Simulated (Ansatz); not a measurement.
Structure of amorphous Ga₂₄O₃₇Be (periodic cell):

```xyz
62
Lattice="9.6135 0.1431 -0.0333 0.1431 8.8748 0.1094 -0.0333 0.1094 8.9552" Properties=species:S:1:pos:R:3 pbc="T T T"
Ga     6.6050     8.0560     0.8958
Ga     5.6932     1.4191     4.1580
Ga     4.0211     5.6935     1.7058
Ga     4.8989     4.7558     4.7442
Ga     3.0677     2.9713     5.6113
Ga     8.9223     5.8516     6.7620
Ga     1.4319     5.9990     8.7384
Ga     2.4407     1.7376     8.7208
Ga     6.2216     6.6844     6.4028
Ga     3.9855     7.8634     8.1973
Ga     6.3724     0.8450     7.4857
Ga     1.7527     1.8249     2.6957
Ga     0.2068     8.7253     8.3004
Ga     7.7848     6.5921     3.6120
Ga     1.0950     0.3494     5.0345
Ga     9.4210     4.3189     3.8090
Ga     1.1280     7.3672     2.5357
Ga     9.5705     3.3737     0.6226
Ga     8.2452     2.0166     5.8141
Ga     3.9166     7.7230     4.0359
Ga     6.4698     3.7861     2.1199
Ga     6.7761     4.1853     8.1632
Ga     1.9204     6.0684     5.8660
Ga     3.9446     4.5804     8.0806
O      7.2203     7.9097     2.5504
O      0.6172     6.9918     7.1795
O      2.9579     6.9016     2.6605
O      0.8062     0.2083     3.1354
O      0.8472     7.3927     0.7201
O      7.8755     8.7381     8.5320
O      2.5728     8.9837     8.0196
O      2.1925     1.7954     4.5649
O      0.6211     1.5321     0.1710
O      4.8544     2.8345     5.0616
O      0.0209     0.7277     6.4680
O      5.3699     8.2319     7.0240
O      4.4643     0.3611     3.2381
O      5.2453     6.6351     4.6961
O      6.0184     2.0387     2.4446
O      7.2728     2.5779     7.3210
O      5.3242     3.9785     0.3069
O      0.3105     4.5888     8.3021
O      5.3684     4.9061     6.6807
O      5.0192     6.8877     0.6068
O      6.8215     0.8255     5.4889
O      9.6366     6.2557     3.2285
O      7.8017     3.7050     0.8233
O      0.8112     3.3958     2.3433
O      5.3138     0.6419     0.2515
O      3.0717     6.2222     7.4900
O      3.0065     4.7512     5.0399
O      2.7639     4.8317     0.6788
O      0.4501     4.8243     5.5762
O      9.0189     2.5802     4.3371
O      2.4126     7.7563     5.1904
O      7.5188     4.7157     3.4865
O      3.0550     3.0042     7.4667
O      3.1829     1.7636     1.4802
O      4.9499     4.6533     2.8588
O      7.4038     5.9141     7.8262
O      7.8380     6.8168     5.4572
Be     4.7489     1.2657     1.7274
```

Method: PBE, scalar-relativistic without spin-orbit coupling (plane waves to 420 eV, PAW; Ansatz, a quantum-chemistry and plane-wave program).

The cell was made by melting and quenching with the CHGNet potential and then relaxed with DFT. O atoms were pushed apart under 1.9 Å during the dynamics, to hinder bonds among them. The hot cell started wider than the set density and was brought back towards it in steps. It is the lowest in DFT energy of 2 quenches. It is a model cell: composition and starting density were chosen by hand, and all elements were melted together. No dispersion term was used. Its density started from a set value of 4.95 and ended at 4.94 g/cm³. The simulated quench (nominally 220 K/ps over its main leg) is rapid and tends to freeze in more defects than a deposited or slowly cooled glass has. Values belong to this one cell and scatter from quench to quench. The volume was held where the preparation left it and the shape relaxed, at a PBE pressure of 3.4 GPa. Stress components on the final sampling reach 3.6 GPa.

Neighbours within Ga-Ga 2.68 Å, Ga-O 2.28 Å, Ga-Be 2.40 Å, O-O 1.58 Å, O-Be 1.94 Å, Be-Be 2.11 Å count as bonded. Two cations that share two anions don't count as bonded, nor two that share one unless they lie closer than Ga-Ga 2.61 Å, Ga-Be 2.33 Å, Be-Be 2.05 Å.

**Question.** Give the coordination numbers, mean bond lengths and angles.

**Answer.** 
```json
{
 "Mean coordination of Ga by anions": "4.46 (13 with 4, 11 with 5)",
 "Mean coordination of O": "3.00 (3 with 2, 31 with 3, 3 with 4)",
 "Mean coordination of Be by anions": "4.00 (1 with 4)",
 "Mean Ga-O bond": "1.913 Å (spread 0.080 Å, 107 counted)",
 "Mean O-Be bond": "1.699 Å (spread 0.052 Å, 4 counted)",
 "Bond angle at Ga": "mean 107.4°, spread 21.5°",
 "Bond angle at O": "mean 115.2°, spread 16.8°",
 "Bond angle at Be": "mean 109.8°, spread 14.8°"
}
```

**Question.** List the pairs of like atoms that count as bonded by the rules above.

**Answer.** There are none by these rules.
